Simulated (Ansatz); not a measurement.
System: Y-vacancy pair (Y on one host Zr site, one O site vacant) in monoclinic ZrO2 (charge state +1). The step: one O atom jumps into the vacancy from a nearby O site (Y-vacancy distance between ideal sites 2.06 → 3.84 Å); the atom moves 2.32 Å along (-0.02, -0.12, -0.42) of the unit cell; the moving atom starts with neighbours O at 2.59, O at 2.65; Zr at 2.07, Zr at 2.08, Zr at 2.25 Å and ends with O at 2.49; Y at 2.22; Zr at 2.06, Zr at 2.08 Å. A PBE band in Ansatz (plane-wave PAW, the Γ point alone, 96 host sites, 27 SCF runs with any check of the saddle's order, static, no finite-size correction) gives a forward barrier of 0.56 eV. The saddle point's order was not checked. The charge state is imposed; whether it is stable for some Fermi level was not computed. Forms of the defect that were not tried may lie lower. The start lies 0.067 eV above the lowest site run (PBE).

Single points at the band's start and saddle point can refine it. Rough cost of one point, in units of the band's mean SCF on the same machine:

```csv
Level,Cost of one point
"PBE, a 2×2×2 k-point mesh shifted by half a step",about 8
"r2SCAN at 500 eV, the Γ point alone",about 2
```

**Question.** Which of these move the barrier by more than 0.1 eV, and how far does each move it?

**Answer.** Not one does. PBE, a 2×2×2 k-point mesh shifted by half a step: 0.00 eV; r2SCAN at 500 eV, the Γ point alone: +0.04 eV. Each functional is compared with PBE at the same k-points.

Ansatz is an electronic-structure program.
